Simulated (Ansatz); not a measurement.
# TaGe (model structure, started from the NbAs type, I4₁md, No. 109, 4 atoms in the cell)

Level of theory: PBE (Ansatz, a first-principles code, plane waves, PAW).

Numerical settings: plane-wave cutoff 500 eV, 16×16×16 k mesh, Fermi–Dirac smearing 0.05 eV, scalar-relativistic PAW data made under PBE.

Cell (relaxed at this level):

```cif
data_Ge4Ta4
_chemical_formula_sum 'Ta4 Ge4'
_space_group_name_H-M_alt 'I41md'
_space_group_IT_number 109
_space_group_name_Hall 'I 4bw -2'
_cell_length_a 3.47753
_cell_length_b 3.47753
_cell_length_c 11.97108
_cell_angle_alpha 90.000
_cell_angle_beta 90.000
_cell_angle_gamma 90.000
loop_
_atom_site_label
_atom_site_type_symbol
_atom_site_symmetry_multiplicity
_atom_site_Wyckoff_symbol
_atom_site_fract_x
_atom_site_fract_y
_atom_site_fract_z
_atom_site_occupancy
Ta1 Ta 4 a 0.00000 0.00000 0.50076 1
Ge1 Ge 4 a 0.00000 0.00000 0.91524 1
```
(The calculation used a cell of 4 atoms; values per cell refer to that cell.)

- band gap = zero (no gap)

Note: the relaxation could raise the start's symmetry but not lower it, so the cell can be a saddle point.

Spin–orbit coupling is not included.

A model structure was made by putting elements into a prototype or built by hand; it is no filed structure, need not be a known phase, and can be a saddle point held by its symmetry.
